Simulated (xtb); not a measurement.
xtb 6.7.1, GFN2-xTB: [CH]1C2CC3CC1CC(C2)C3, charge 0, multiplicity 2, 25 atoms. The geometry is a generated start, not checked to be a minimum at this level.

```json
{
  "run_flags": "--grad",
  "method": "GFN2-xTB",
  "--acc": "1 (default)",
  "--etemp (K)": "300 (default)",
  "basis_functions": "55",
  "valence_electrons": "55"
}
```

```xyz
25

C     -0.3001     0.0339    -1.7617
C     -0.5601     1.1921    -0.8792
C      0.7658     1.5741    -0.1811
C      1.2859     0.3665     0.5969
C      1.5253    -0.8042    -0.3549
C      0.1946    -1.1669    -1.0530
C     -0.8214    -1.5782     0.0229
C     -1.0506    -0.4084     0.9779
C     -1.5781     0.7968     0.2021
C      0.2651    -0.0385     1.6595
H     -0.1216     0.1697    -2.8160
H     -0.9330     2.0509    -1.4466
H      0.5994     2.4166     0.4924
H      1.4946     1.8743    -0.9345
H      2.2319     0.6328     1.0848
H      2.2644    -0.5279    -1.1091
H      1.9031    -1.6691     0.1935
H      0.3621    -1.9985    -1.7453
H     -1.7620    -1.8555    -0.4565
H     -0.4523    -2.4455     0.5723
H     -1.7848    -0.7001     1.7382
H     -1.7433     1.6365     0.8815
H     -2.5311     0.5496    -0.2699
H      0.6418    -0.8897     2.2311
H      0.1045     0.7888     2.3548
```

Charge 0 and multiplicity 2 are set for this test and not shown to be the ground state. GFN-xTB has no spin term: --uhf 1 sets the occupations alone.

One run each on 1 thread. Values of broydamp tried: 0.02, 0.05, 0.1, 0.2, 0.4 (default), 0.6, 0.8, 1.

**Question.** How does the count of SCC iterations change with broydamp, and where is it least?

**Answer.** Fewest SCC iterations, within one of each other: 0.2 with 10, 0.4 (default) with 9, 0.6 with 9, 0.8 with 10, 1 with 10. The count rises to 14 at 0.02. All converge to one solution.

```tsv
broydamp	SCC iterations	end
0.02	14	same solution
0.05	13	same solution
0.1	12	same solution
0.2	10	same solution
0.4 (default)	9	same solution
0.6	9	same solution
0.8	10	same solution
1	10	same solution
```
